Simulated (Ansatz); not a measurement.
A free linear chain of Bi atoms, relaxed period 5.757 Å, atoms relaxed at each strain.

| strain | energy (meV a period) | axial force (nN) |
|---|---|---|
| -0.015 | +10.7 | -0.41 |
| +0.015 | +13.7 | +0.50 |

All values below come from PBE (plane waves to 420 eV, PAW; Ansatz, a quantum-chemistry and plane-wave program). Mesh 1×1×52. No spin polarisation, so a magnetic state wasn't tested. Isolated but for its images some 11 Å away. A hypothetical model. Only distortions within the start's symmetry and period were free. Pairing along the axis, which can open a gap, is among the distortions not tried. Values not marked SOC lack spin–orbit coupling. Buckling under compression is shut out by symmetry and the short period. Energies are free energies at a Fermi–Dirac width of 0.02 eV, from the unstrained cell.

Work out the axial stiffness dF/dε in two ways.

From the forces: (+0.50 − (-0.41))/0.030 = 30.3 nN. From the energies: (E₊ + E₋)/(ε² c) = 0.0244 eV/(0.015² × 5.757 Å) = 18.84 eV/Å = 30.2 nN. The two agree to within 1 %.
